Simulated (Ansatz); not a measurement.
# What x(Sc) = 0.375, 128 atoms, random does to InAs

The reference is InAs in the zinc blende structure (space group F-43m, No. 216; a = 6.087 Å).

The other end (x = 1) is ScAs in the zinc blende structure (space group F-43m, No. 216; a hypothetical phase, not in the database extracts checked): 27.54 Å³/atom, gap 1.49 eV; this end may not be an ambient phase.

Perturbation: Sc replaces 37.5 % of the In, placed at random in a cell of 128 atoms and fully relaxed.

The values are results of PBEsol (Ansatz, a quantum-chemistry and plane-wave program), no spin-orbit coupling, not measurements. k-mesh 2×2×2 (Γ-centred); smearing 0.05 eV (Fermi–Dirac), for the changed cell.

The volume per atom drops by 0.16 Å³, from 28.19 Å³ to 28.03 Å³ and the density falls by 0.744 g/cm³, from 5.59 g/cm³ to 4.84 g/cm³. The gap of the supercell (an upper bound) changes from zero to 1.04 eV and the mixing energy comes out as +25 meV/atom (against an end that may be hypothetical). The deviation of the volume from the linear (Vegard-type) interpolation comes out as +0.3 % and the mean first-shell distances is In–As 2.640 Å (end compound 2.636 Å), Sc–As 2.616 Å (end compound 2.615 Å).

In the large cells the bands are folded and the gap is read at a few points only. Each composition is one random arrangement in one supercell; another draw would differ somewhat. The final runs are not spin-polarised. The zero or small gap of InAs can change with the level of theory.
